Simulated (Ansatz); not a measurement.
Base system: MgS in the rock salt structure (space group Fm-3m, No. 225; a = 5.182 Å). Axes: x, y, z lie along the cube axes.

Computed with Ansatz (a first-principles code), PBEsol, PAW, cutoff 420 eV, no SOC.

For the base:

The valley order comes out as X along ⟨100⟩ 2.73 eV; Γ 3.69 eV and the smallest direct gap is 3.69 eV.

It is then changed as follows: the cell is stretched by 0.50 % along z with no lateral relaxation; the atoms relax in the strained cell.

### Question
Predict the new valley order and smallest direct gap.

### Answer
The valley order (the lowest conduction-band minima on the path, energy above the VBM, named in the base's zone) changes from X along ⟨100⟩ 2.73 eV; Γ 3.69 eV to X along [100] 2.69 eV; X along [001] 2.72 eV; Γ 3.64 eV; the smallest direct gap drops by 0.05 eV (3.69 eV → 3.64 eV).

Stability against distortions was not tested.
